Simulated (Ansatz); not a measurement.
**PbSe: thickness series**

Base system: PbSe in the rock salt structure (space group Fm-3m, No. 225; a = 6.102 Å). Axes: x, y, z lie along the cube axes.

Free-standing slabs (2 atom(s) a layer) normal to the z axis with 15 Å of vacuum; in-plane cell held at bulk.

Level of theory: PBEsol/PAW in Ansatz (an electronic-structure program), scalar-relativistic without spin-orbit coupling.

```tsv
case	band gap	gap character	thickness between the outermost nuclei
base	0.17 eV	–	–
1 layer	0.44 eV	direct at X	–
2 layers	1.16 eV	direct at Γ–X (89 % along)	2.85 Å
3 layers	0.68 eV	direct at X	5.99 Å
4 layers	[?]	[?]	9.05 Å
5 layers	0.62 eV	indirect, Γ–X (83 % along) → X	12.08 Å
6 layers	0.79 eV	indirect, Γ–X (83 % along) → X	15.15 Å
7 layers	0.51 eV	direct at X	18.19 Å
```

Question: Fill in the withheld entries from the trend.

Answer: 
- 4 layers, band gap: 0.99 eV
- 4 layers, gap character: direct at Γ–X (83 % along)

Spin-orbit coupling, missing from the scalar runs, can matter with Pb. Whether these cells are dynamically stable was not tested. The zero or small gap of PbSe can change with the level of theory. Labels are those of the standard path for the cell's own space group.
